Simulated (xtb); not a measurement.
xtb 6.7.1, GFN2-xTB: Al(OEt)3 (CC[O][Al]([O]CC)[O]CC), 25 atoms. The geometry is a generated start, not checked to be a minimum at this level.

```
Quantity                                                                                                       Result
------------------------  -------------------------------------------------------------------------------------------
method                                                                                                       GFN2-xTB
--acc                                                                                                     1 (default)
--etemp (K)                                                                                             300 (default)
detailed input (--input)  none: ANC optimiser, Lindh (1995) Hessian, microcycle=20, maxdispl=1.0, hlow=0.01 (default)
basis functions                                                                                                    61
valence electrons                                                                                                  60
```

```xyz
25

Al     0.0425    -0.2241    -0.0612
O     -1.5724    -0.4271     0.2401
C     -2.8958    -0.6565    -0.1477
C     -3.7949     0.4866     0.3139
H     -2.9594    -0.7621    -1.2363
H     -3.2293    -1.5982     0.3096
H     -3.4697     1.4214    -0.1385
H     -4.8237     0.2880     0.0242
H     -3.7418     0.5896     1.3951
O      0.6485    -0.5443    -1.5723
C      1.7164    -0.5082    -2.4744
C      1.6536     0.7398    -3.3441
H      2.6704    -0.5356    -1.9359
H      1.6484    -1.4068    -3.1022
H      1.7176     1.6250    -2.7149
H      2.4758     0.7454    -4.0545
H      0.7121     0.7684    -3.8868
O      1.0516     0.2932     1.1495
C      1.2872     0.5775     2.4971
C      2.0225    -0.5715     3.1738
H      1.8952     1.4914     2.5426
H      0.3415     0.7674     3.0178
H      2.9529    -0.7774     2.6496
H      2.2442    -0.3152     4.2059
H      1.4066    -1.4668     3.1497
```

The structure is relaxed from this start with --opt LEVEL for the levels crude, sloppy, loose, lax, normal, tight, vtight, extreme, once each. Up to the end of the extreme run atoms move by at most 2.6 Å along an axis.

Question: Which level is enough to come within 20 meV of the tightest end point?

Answer: normal: 139 cycles against 174, ending 1.1 meV above.

```tsv
level	cycles	energy above the extreme run (meV)	gradient norm (eV/Å)
crude	1	130	0.12
sloppy	1	130	0.12
loose	1	130	0.12
lax	1	130	0.12
normal	139	1.1	0.026
tight	145	0.37	0.027
vtight	161	0.030	0.0070
extreme	174	—	0.0017
```
